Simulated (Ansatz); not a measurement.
# CdSe: response to strain

Base system: CdSe in the wurtzite structure (space group P6_3mc, No. 186; a = 4.383 Å, c = 7.154 Å).

Strains are applied to the cell and any free atomic positions relax.

Computed with Kohn–Sham DFT with the PBE functional, run in Ansatz (an electronic-structure program) with PAW and 420 eV plane waves, no SOC.

Notes on the quantities. energy relative to the base: free energy F.

| case | shortest interatomic distance | energy relative to the base | band gap |
|---|---|---|---|
| base | 2.682 Å | 0 meV/atom | 0.54 eV |
| isotropic strain −3.00 % | 2.602 Å | +38 meV/atom | 0.74 eV |
| isotropic strain −2.40 % | 2.618 Å | +24 meV/atom | 0.70 eV |
| isotropic strain −1.80 % | 2.634 Å | +13 meV/atom | 0.66 eV |
| isotropic strain −1.20 % | 2.650 Å | +5.6 meV/atom | 0.62 eV |
| isotropic strain −0.60 % | 2.666 Å | ? | ? |

Q: Fill in the withheld entries from the trend.

A: 
- isotropic strain −0.60 %, energy relative to the base: +1.4 meV/atom
- isotropic strain −0.60 %, band gap: 0.58 eV

Stability against distortions was not tested.
